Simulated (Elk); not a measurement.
Worked example: self-consistent single point of YGa₃ (Pm-3m, 4 atoms in the cell) in Elk.

Level of theory: PBEsol, all-electron FP-LAPW, Elk's shipped species files, default APW+lo basis (Elk).

```
CELL_PARAMETERS angstrom
      4.25506     0.00000     0.00000
      0.00000     4.25506     0.00000
      0.00000     0.00000     4.25506
ATOMIC_POSITIONS crystal
  Y  0.00000 0.00000 0.00000
  Ga 0.00000 0.50000 0.50000
  Ga 0.50000 0.00000 0.50000
  Ga 0.50000 0.50000 0.00000
```

Reference input (self-consistent single point, DFT, PBEsol, all-electron FP-LAPW, Elk's shipped species files, default APW+lo basis): xctype = 22; swidth = 0.00499791 Ha; ngridk = 5 5 5; maxscl = 100. This run's input differs from it in these lines:

```diff
@@ -35,3 +35,3 @@
 ngridk
-  5 5 5
+  10 10 10
```

Output (repeated stretches shortened):

```
│ Self-consistent loop started │
│ Loop number : 1 │
 total energy                :     -9213.56710360
│ Loop number : 2 │
 total energy                :     -9213.72266932
RMS change in Kohn-Sham potential (target) :   0.1422534980     (  0.1000000000E-05)
Absolute change in total energy (target)   :   0.1555657229     (  0.1000000000E-03)
│ Loop number : 3 │
 total energy                :     -9213.71410521
RMS change in Kohn-Sham potential (target) :   0.1401808526     (  0.1000000000E-05)
Absolute change in total energy (target)   :   0.3032732070E-01 (  0.1000000000E-03)
│ Loop number : 4 │
   [... lines left out ...]
Absolute change in total energy (target)   :   0.4201739976E-03 (  0.1000000000E-03)
│ Loop number : 13 │
 total energy                :     -9211.95373481
RMS change in Kohn-Sham potential (target) :   0.1879318787E-06 (  0.1000000000E-05)
Absolute change in total energy (target)   :   0.1256214746E-03 (  0.1000000000E-03)
│ Loop number : 14 │
 total energy                :     -9211.95374146
RMS change in Kohn-Sham potential (target) :   0.7081402840E-07 (  0.1000000000E-05)
Absolute change in total energy (target)   :   0.2476012742E-04 (  0.1000000000E-03)
Convergence targets achieved

│ Loop number : 15 │

Energies :
 Fermi                       :     0.261505333149
 total energy                :     -9211.95374676

Density of states at Fermi energy :    41.06297601
 (states/Hartree/unit cell)

Estimated indirect band gap :   0.2566305594E-03
 from k-point     28 to k-point     26
Estimated direct band gap   :   0.1343764741E-01
 at k-point     17

Charges :
 core                        :    82.00000000
 valence                     :    50.00000000
 interstitial                :    6.135101865
 muffin-tins (core leakage)
  species :    1 (Y)
   atom    1                 :    36.94960005     (  0.9120177609E-05)
  species :    2 (Ga)
   atom    1                 :    29.63843270     (  0.7606746438E-03)
   atom    2                 :    29.63843270     (  0.7606746438E-03)
   atom    3                 :    29.63843270     (  0.7606746438E-03)
 total in muffin-tins        :    125.8648981
 total calculated charge     :    131.9840894
 total charge                :    132.0000000
 error                       :   0.1591064964E-01

│ Self-consistent loop stopped │
```

The run converged in 15 iterations. The count includes the last loop, which Elk runs after its targets are met. Against the reference run the free energy rises by 9.3 meV/atom.

The starting cell comes from a database of computed structures (which also holds hypothetical and non-ambient phases and stackings), without a prior relaxation at this level. Values depend on the basis (sphere radii, cutoffs, local orbitals), which need not be converged. The log's line on a gap gives a spacing of levels on this mesh, which the program prints for metals too.
